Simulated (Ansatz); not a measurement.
Results of PBE (PAW; Ansatz, a first-principles code) for WTe (model structure, started from the CsCl type, Pm-3m, No. 221, 2 atoms in the cell).

Run with plane-wave cutoff 520 eV, 16×16×16 k mesh, Fermi–Dirac smearing 0.05 eV, no spin polarisation, scalar-relativistic PAW data made under PBE.

Cell (relaxed at this level):

```xyz
2
Lattice="3.3374 0.0000 0.0000 0.0000 3.3374 0.0000 0.0000 0.0000 3.3374" Properties=species:S:1:pos:R:3 pbc="T T T"
W      0.0000     0.0000     0.0000
Te     1.6687     1.6687     1.6687
```

Q: What does this level give for the bulk modulus?

A: 
- bulk modulus: 175 GPa

Note: the run has no spin polarisation, so it can have missed a magnetic state; the bulk modulus is −V dP/dV from two relaxed cells at ±2 % in volume; the relaxation could raise the start's symmetry but not lower it, so the cell can be a saddle point.

Spin–orbit coupling is not included; it can open a gap where bands touch, and shift volumes and moduli.

Static lattice: no zero-point or thermal effects.

The result took very roughly 60 core-seconds.

A model structure was made by putting elements into a prototype or built by hand; it is no filed structure, need not be a known phase, and can be a saddle point held by its symmetry.
